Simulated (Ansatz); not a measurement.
## SiS2: pressure series

Base system: SiS₂ (space group Ibam, No. 72; a = 6.0185 Å, b = 9.3955 Å, c = 5.5448 Å; made of chains).

Cell and atoms are relaxed at each pressure.

Levels (all Ansatz, a program for electronic structure, PAW): PBEsol (420 eV, scalar-relativistic without spin-orbit coupling); r2SCAN (500 eV, no spin-orbit coupling); HSE06 (420 eV, no spin-orbit coupling).

Band gaps by level, all at the geometries relaxed with PBEsol:

```tsv
case	PBEsol	r2SCAN	HSE06
base	2.80 eV	3.28 eV	4.01 eV
pressure 0.9 GPa	2.55 eV	3.03 eV	3.75 eV
pressure 2.1 GPa	2.37 eV	2.85 eV	3.55 eV
pressure 4.5 GPa	2.20 eV	2.68 eV	3.36 eV
pressure 9 GPa	2.04 eV	2.51 eV	3.09 eV
pressure 15 GPa	1.45 eV	1.94 eV	2.44 eV
```

Single points use the geometry relaxed with PBEsol. HSE06 was sampled on its mesh, a few special points and the semilocal edge points, so its gap is an upper bound. Load acts through the strain it causes; cell and atoms are relaxed under it. Stability against distortions was not tested. No other phases were tried under pressure. No dispersion term is included in the PBEsol runs.
